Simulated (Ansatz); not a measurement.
# Equilibrium lattice constant a of Ga2O3 (model structure, started from the Bi2Te3 type, R-3m, No. 166, 5 atoms in the cell) at several levels of theory

No measured value is used here.

```json
[
 {"level (code)": "LDA (Ansatz)", "value (Å)": "2.962"},
 {"level (code)": "PBEsol (Ansatz)", "value (Å)": "2.988"},
 {"level (code)": "r²SCAN (Ansatz)", "value (Å)": "2.985"},
 {"level (code)": "r²SCAN+rVV10 (Ansatz)", "value (Å)": "…"}
]
```

Q: What belongs in the gaps?

A: 
- r²SCAN+rVV10 (Ansatz, an electronic-structure program), value (Å): 2.980

Cutoffs differ between the levels. Ansatz's density-functional and Hartree–Fock values are scalar-relativistic unless marked +SOC, with PAW data made under PBE.

A model structure was made by putting elements into a prototype or built by hand; it is no filed structure, need not be a known phase, and can be a saddle point held by its symmetry.
